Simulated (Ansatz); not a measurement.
Consider BaTiO3 in the cubic perovskite structure (space group Pm-3m, No. 221; a = 3.9944 Å). Axes: x, y, z lie along the cube axes.

Computed with r2SCAN (Ansatz, an electronic-structure program, PAW, no spin-orbit coupling), earlier PAW set.

Before the change:

| Quantity | Result |
|---|---|
| Smallest direct gap | 2.28 eV |

Now apply this change: uniaxial stress, 0.5 GPa tension along z, with the cell and atoms free to relax against it.

Problem. Estimate the effect on the strain response.

Solution. The strain response (xx, yy, zz) comes out as (−0.05, −0.05, +0.20) %.

Problem. How does this affect the smallest direct gap?

Solution. The smallest direct gap remains 2.28 eV.

Beyond what the load breaks, stability against distortions was not tested. The final runs are not spin-polarised. Many cubic perovskites are stable only at high temperature; tilts and polar distortions were not tested. This is not the structure that BaTiO3 has at room temperature and ambient pressure.
